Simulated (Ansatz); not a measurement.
Checking a run of Ansatz (a first-principles code) on KFe (Pm-3m, 2 atoms in the cell). The aim is a self-consistent single point with DFT, PBE, plane waves, default PAW files.

Cell that was meant: a = 4.0070 Å, b = 4.0070 Å, c = 4.0070 Å, α = 90.00°, β = 90.00°, γ = 90.00°.

Part of the input:

```yaml
# KFe
crystal:
  lattice:
    - [2.12043400, 0.00000000, 0.00000000]
    - [0.00000000, 2.12043400, 0.00000000]
    - [0.00000000, 0.00000000, 2.12043400]
  atoms:
    - { symbol: K, position: [0.00000000, 0.00000000, 0.00000000] }
    - { symbol: Fe, position: [0.50000000, 0.50000000, 0.50000000], spin: 4.0 }
```

Output (repeated stretches shortened):

```
WARN ansatz: RAYON_NUM_THREADS=1 ignored (pool sized by the plan → 1); use --threads N
Pseudopotentials: kind: paw
   [... lines left out ...]
Magnetic group: BNS 221.92 (UNI 1594), of the structure as read, at distance tolerance 2.1e-5 Å
k-points: 20 of 343
Initial density: superposition of atomic densities (chi_scale 0.1, normalization cell, long waves kept (reshape's long-wave potential 0.00 eV rms))
Starting moments: Σ|m| = 4 μB on 1 of 2 sites
Initial wavefunctions: pseudopotential atomic-orbital guess
Eigensolver: davidson
Functional: x = pbe(κ = 0.804, μ = 0.2195149727645171), c = pbe(β = 0.06672455060314922)
SCF iter   1: F=—  HF=-5972.427129 eV  |F-HF|=—  |Δ(HF+E_count)|=         —  Δρ=6.75e-1 (↑6.75e-1 ↓2.70e-1)  dr2=1.78e1  dr2_m=1.79e1  M=0.241 μB ∫|m|=0.334 μB  β_m=0.30  ethr=3.10e-3  ⟨swp⟩=5.6  Hψ=4183  notcnv=0
Mixer restart at iter 1: flushing history
all-band conjugate gradients solve this SCF's bands
preconditioner: auto → none
   [... lines left out ...]
SCF iter  16: F=—  HF=-5984.218727 eV  |F-HF|=—  |Δ(HF+E_count)|=  2.18e-10  S|Δr|=    0.00e0  Δρ=2.51e-6 (↑2.12e-6 ↓2.51e-6)  dr2=1.70e-11  dr2_m=4.63e-10  M=0.000 μB ∫|m|=0.000 μB  β_m=0.97  ethr=1.00e-12  ⟨swp⟩=2.5  Hψ=1343  notcnv=0
SCF iter  17: F=-5984.218727 eV  HF=-5984.218727 eV  |F-HF|=4.67e-10  |Δ(HF+E_count)|=   1.28e-9  S|Δr|=    0.00e0  Δρ=1.45e-6 (↑1.45e-6 ↓1.15e-6)  dr2=4.91e-10  dr2_m=8.88e-12  M=0.000 μB ∫|m|=0.000 μB  ethr=1.00e-12  ⟨swp⟩=4.5  Hψ=2117  notcnv=0
SCF 1 converged in 17 iterations: F = -5984.218727 eV  dr2 = 4.91e-10
WARN: the starting moments were not kept: the SCF closed with an absolute magnetisation of 1.6e-5 μB, where they sum to 4 μB in size (1 site) …
   [... lines left out ...]
Absolute magnetization: 0.0000 μB (∫|ρ↑−ρ↓|, with the PAW one-centre terms)
Free energy (F): -5984.218727 eV
Fermi energy:    48.161874 eV
   [... lines left out ...]
  atom   2  Fe     0.00000000     0.00000000     0.00000000
--- Stress (GPa, compression-positive) ---
     1230.544161       0.000000       0.000000
        0.000000    1230.544161       0.000000
       -0.000000       0.000000    1230.544161
  P = ⅓ Tr σ = 1230.5442 GPa (12305.442 kbar)
  The stress holds the Pulay correction. Without it, at fixed plane waves, as pw.x and ABINIT print it: P = 1228.9195 GPa
```

Task: Is anything amiss in this input, and did it matter?

Result: The run is not sound. The fault is this: lattice multiplied by the bohr radius once too often. Bohr and ångström differ by a factor of 1.89; the cell that the program reads is then far too large or far too small. To fix it, give the lengths in the unit that the key or card expects. The run converged in 17 iterations without an error; against the sound input the free energy goes up by 15.6 eV/atom, the pressure goes from 0.41 to 1231 GPa and the size of the net moment goes from 1.60 to 0.00 μB/atom.

An input that runs soundly differs in these lines (not the only fix; some lines may just follow from the change or write a value another way):
```diff
-    - [2.12043400, 0.00000000, 0.00000000]
-    - [0.00000000, 2.12043400, 0.00000000]
-    - [0.00000000, 0.00000000, 2.12043400]
+    - [4.00703900, 0.00000000, 0.00000000]
+    - [0.00000000, 4.00703900, 0.00000000]
+    - [0.00000000, 0.00000000, 4.00703900]
```

With that input, the run converged, with 63 iterations in all over 8 SCF loops: free energy E − TS (on the zero of these files) -6015.3421 eV; Fermi level (on the code's own zero) 5.45 eV; pressure 0.41 GPa; size of the cell's spin moment 3.20 μB (DFT, PBE, plane waves, default PAW files).

On the sound input: the starting cell was generated: these elements placed on a structure prototype, without a prior relaxation; it need not be a known phase or ordering of this composition. Its lattice was rescaled by a random factor within 2.5 % of one. The program's own search went on from the first solution to a lower state. Ansatz's pressure includes its estimate of the finite-basis (Pulay) stress.
